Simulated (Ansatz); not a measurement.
## AlB2-type MgB₂

These are revPBE (Ansatz, a program for electronic structure, PAW) values and carry that method's errors.

Settings: plane-wave cutoff 520 eV, 24×24×16 k mesh (along the axes of the cell as run), Fermi–Dirac smearing 0.05 eV, scalar-relativistic PAW data made under PBE.

Cell (relaxed at this level):

MgB₂ is taken in the hexagonal space group P6/mmm (No. 191), Pearson symbol hP3. Conventional cell: a = 3.091 Å, b = 3.091 Å, c = 3.553 Å, α = 90.00°, β = 90.00°, γ = 120.00°. Mg on 1a is coordinated by 12 B at 2.518 Å. B on 2d sees 3 B at 1.785 Å and 6 Mg at 2.518 Å. (Neighbours: up to the widest gap in distance over summed covalent radii, below 1.35, at either atom; cation-cation and far metal-metal contacts left out.)

- bulk modulus B0: 138 GPa
- band gap: zero (no gap)
- pressure derivative B′ of the bulk modulus: 3.7

Measured, for comparison: bulk modulus 151 ± 5 GPa (room temperature, no zero-point or thermal correction, B' fixed at 4, our sources range from 147 to 151; as tabulated in Vogt et al. (2001), arXiv:cond-mat/0102480). Computed (rounded) less measured: bulk modulus -9 % (-6 % to -9 % over the range).

Note: the bulk modulus comes from volumes at which shape and atoms were relaxed.

The computed numbers hold no vibrational or temperature effects.

Cost on a shared machine: roughly 4 core-minutes.
